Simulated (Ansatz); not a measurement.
# PbSe with two functionals, holes 5.0×10^20 cm⁻³

Start from PbSe in the rock salt structure (space group Fm-3m, No. 225; a = 6.218 Å).

(Cell as relaxed with PBE.)

Levels (all Ansatz, a program for electronic structure, PAW, earlier PAW set): PBE (420 eV, no SOC); r2SCAN (500 eV, scalar-relativistic without spin-orbit coupling).

Each level relaxes its own structure.

| base | PBE | r2SCAN |
|---|---|---|
| volume per atom | 30.05 Å³ | 29.47 Å³ |
| lattice parameter a | 6.218 Å | 6.178 Å |
| band gap | 0.44 eV | 0.67 eV |

Perturbation: holes 5.0×10^20 cm⁻³, on a uniform background at fixed cell.

```tsv
quantity	PBE	r2SCAN
shift of the gap caused by the change	+0.01 eV	…
valley order (the lowest conduction-band minima on the path, energy above the VBM, named in the base's zone)	L along ⟨111⟩ 0.45 eV; a point along ⟨110⟩, about 0.6 Å⁻¹ from Γ 1.24 eV	…
```

Given the PBE results, estimate those of r2SCAN.


- shift of the gap caused by the change, r2SCAN: +0.01 eV
- valley order (the lowest conduction-band minima on the path, energy above the VBM, named in the base's zone), r2SCAN: L along ⟨111⟩ 0.68 eV; a point along ⟨110⟩, about 0.6 Å⁻¹ from Γ 1.48 eV

Both order the valleys alike; the two agree on the shift of the gap caused by the change. Neither level is exact; r2SCAN is the comparison here, not a measurement.

Charged cell with a jellium background: band edges are those of the host's band count, energies are not comparable with the neutral cell, and many-body gap narrowing is missing. Spin-orbit coupling, missing from the scalar runs, can matter with Pb. Stability against distortions was not tested.
